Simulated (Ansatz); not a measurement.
Bond-angle distributions (per cent of the angles at each element, bins of 10°) of a relaxed model of amorphous Si24O51La2 at 2.52 g/cm³. Method: PBE, scalar-relativistic without spin-orbit coupling (plane waves to 420 eV, PAW; Ansatz, an electronic-structure program).

The cell was made by melting and quenching with the CHGNet potential and then relaxed with DFT. O atoms were pushed apart under 1.9 Å during the dynamics, to hinder bonds among them. The hot cell started wider than the set density and was brought back towards it in steps. It is the lowest in DFT energy of 2 quenches. It is a model cell: composition and starting density were chosen by hand, and all elements were melted together. No dispersion term was used. Its density started from a set value of 2.51 and ended at 2.52 g/cm³. The quench (nominally 320 K/ps over its main leg) was far faster than any real one, so the model tends to hold more defects than a real film. One small periodic cell is one sample of the glass; other quenches scatter about these values. Volume and shape were free in the relaxation.

Bonds are counted up to Si-Si 2.60 Å, Si-O 2.00 Å, Si-La 3.20 Å, O-O 1.58 Å, O-La 3.00 Å, La-La 3.96 Å. Two cations that share two anions don't count as bonded, nor two that share one unless they lie closer than Si-Si 2.38 Å, Si-La 3.11 Å, La-La 3.85 Å.

```
angle (°)  at Si  at O
---------  -----  ----
50-60          0     0
60-70          0     0
70-80          0     0
80-90          1     2
90-100         3     8
100-110       51     3
110-120       40     8
120-130        5    23
130-140        0    23
140-150        0    19
150-160        0    11
160-170        0     2
170-180        0     2
```

They go with these counts of neighbours within the cut-offs, cation contacts included: Si mean 4.0, most often 4; O mean 2.1, most often 2.
